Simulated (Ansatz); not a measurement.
We consider LaTiO₂N (Imma, No. 74, 10 atoms in the cell; start mp-1222753), described by PBEsol in Ansatz (PAW).

Input file:

Ansatz 0.2 input:
```yaml
crystal:
  lattice:
    - [-2.7386531771, 3.9507666373, 2.7715972076]
    - [2.7386531771, -3.9507666373, 2.7715972076]
    - [2.7386531771, 3.9507666373, -2.7715972076]
  atoms:
    - { symbol: La, position: [0.7525722296, 0.0025722296, 0.75] }
    - { symbol: La, position: [0.2474277704, 0.9974277704, 0.25] }
    - { symbol: Ti, position: [0.5, 0.5, 0.0] }
    - { symbol: Ti, position: [0.0, 0.5, 0.5] }
    - { symbol: N, position: [0.3171004147, 0.5671004147, 0.75] }
    - { symbol: N, position: [0.6828995853, 0.4328995853, 0.25] }
    - { symbol: O, position: [0.2145469385, 0.5, 0.2145469385] }
    - { symbol: O, position: [0.7854530615, 0.5, 0.7854530615] }
    - { symbol: O, position: [0.7854530615, 0.0, 0.2854530615] }
    - { symbol: O, position: [0.2145469385, 0.0, 0.7145469385] }
basis:
  ecutwfc: 520
  ecutrho_ratio: 4
  xc_grid: 2
kpoints:
  mp_grid: { grid: [8, 8, 8] }
  band_path:
    path:
      - [0.0, 0.0, 0.0]
      - [0.071429, -0.071429, 0.071429]
      - [0.142857, -0.142857, 0.142857]
      - [0.214286, -0.214286, 0.214286]
      - [0.285714, -0.285714, 0.285714]
      - [0.357143, -0.357143, 0.357143]
      - [0.428571, -0.428571, 0.428571]
      - [0.5, -0.5, 0.5]
      - [0.435065, -0.435065, 0.564935]
      - [0.37013, -0.37013, 0.62987]
      - [-0.37013, 0.37013, 0.37013]
      - [-0.323864, 0.323864, 0.323864]
      - [-0.277597, 0.277597, 0.277597]
      - [-0.231331, 0.231331, 0.231331]
      - [-0.185065, 0.185065, 0.185065]
      - [-0.138799, 0.138799, 0.138799]
      - [-0.092532, 0.092532, 0.092532]
      - [-0.046266, 0.046266, 0.046266]
      - [0.04663, 0.04663, -0.04663]
      - [0.093259, 0.093259, -0.093259]
      - [0.139889, 0.139889, -0.139889]
      - [0.186519, 0.186519, -0.186519]
      - [0.233148, 0.233148, -0.233148]
      - [0.279778, 0.279778, -0.279778]
      - [0.326408, 0.326408, -0.326408]
      - [0.373037, 0.373037, -0.373037]
      - [0.626963, -0.373037, 0.373037]
      - [0.563481, -0.436519, 0.436519]
      - [0.0, 0.071429, 0.0]
      - [0.0, 0.142857, 0.0]
      - [0.0, 0.214286, 0.0]
      - [0.0, 0.285714, 0.0]
      - [0.0, 0.357143, 0.0]
      - [0.0, 0.428571, 0.0]
      - [0.0, 0.5, 0.0]
      - [0.083333, 0.416667, 0.083333]
      - [0.166667, 0.333333, 0.166667]
      - [0.25, 0.25, 0.25]
      - [0.3, 0.2, 0.2]
      - [0.35, 0.15, 0.15]
      - [0.4, 0.1, 0.1]
      - [0.45, 0.05, 0.05]
      - [0.5, 0.0, 0.0]
      - [0.416667, 0.0, 0.0]
      - [0.333333, 0.0, 0.0]
      - [0.25, 0.0, 0.0]
      - [0.166667, 0.0, 0.0]
      - [0.083333, 0.0, 0.0]
      - [0.0, 0.0, 0.083333]
      - [0.0, 0.0, 0.166667]
      - [0.0, 0.0, 0.25]
      - [0.0, 0.0, 0.333333]
      - [0.0, 0.0, 0.416667]
      - [0.0, 0.0, 0.5]
      - [0.05, 0.05, 0.45]
      - [0.1, 0.1, 0.4]
      - [0.15, 0.15, 0.35]
      - [0.2, 0.2, 0.3]
    npoints: 1
hamiltonian:
  xc: pbesol
  dispersion: none
  pseudopotentials: { kind: paw }
scf:
  occupations: { method: fermi_dirac, width: 0.01 }
  convergence: { dr2_threshold: 0.000000001 }
output:
  forces: true
  stress: true
  eigenvalues: true
  write_bands: true
```

The run printed, among other lines:

```
Crystal: 10 atoms, lattice volume = 119.952 Å³
Basis set: ecut = 520 eV, 3231 PW (Γ), exchange–correlation on 90×90×90 points (8 copies of the dense FFT grid, shifted against one another)
Bands: 50, of which v1, the nominal top of the filled ones, is band 40 counted from 1 (39 counted from 0)
Symmetry: 8 space group operations
Space group: Imma (ITA 74), of the structure as read, at distance tolerance 4.9e-5 Å
k-points: 95 of 512
Functional: x = pbesol(κ = 0.804, μ = 0.12345679012345678), c = pbesol(β = 0.046)
SCF iter   1: F=—  HF=-20288.119932 eV  |F-HF|=—  |Δ(HF+E_count)|=         —  Δρ=1.40e-2  dr2=2.07e-1
SCF iter   2: F=—  HF=-20288.068161 eV  |F-HF|=—  |Δ(HF+E_count)|=   5.18e-2  Δρ=2.94e-3  dr2=8.52e-3
  ...
SCF iter   8: F=—  HF=-20288.067117 eV  |F-HF|=—  |Δ(HF+E_count)|=   6.64e-9  Δρ=1.20e-6  dr2=2.28e-9
SCF iter   9: F=-20288.067117 eV  HF=-20288.067117 eV  |F-HF|=4.00e-11  |Δ(HF+E_count)|=  1.35e-10  Δρ=2.91e-7  dr2=1.80e-10
SCF 1 converged in 9 iterations: F = -20288.067117 eV  dr2 = 1.80e-10
SCF converged after 9 iterations
Free energy (F): -20288.067117 eV
Internal energy: -20288.067117 eV  (E = F + TS)
E sigma→0 (E₀):  -20288.067117 eV
Fermi energy:    13.504501 eV
--- Forces (eV/Å), atoms counted from 1 ---
  atom   1  La     0.00000000     0.00000000     0.00016507
  atom   2  La     0.00000000     0.00000000    -0.00016507
  atom   3  Ti     0.00000000     0.00000000     0.00000000
  atom   4  Ti     0.00000000     0.00000000     0.00000000
  atom   5  N      0.00000000     0.00000000    -0.00032692
  atom   6  N      0.00000000     0.00000000     0.00032692
  atom   7  O      0.00000000    -0.00006506    -0.00000000
  atom   8  O     -0.00000000     0.00006506     0.00000000
  atom   9  O      0.00000000     0.00006506     0.00000000
  atom  10  O      0.00000000    -0.00006506     0.00000000
--- Stress (GPa, compression-positive) ---
        0.001573       0.000000       0.000000
        0.000000       0.000391       0.000000
        0.000000       0.000000       0.005974
  P = ⅓ Tr σ = 0.0026 GPa (0.026 kbar)
```

The PAW data were made under PBE.

A start named mp-… is a Materials Project structure, which need not be a measured phase.

Ansatz is an electronic-structure program.
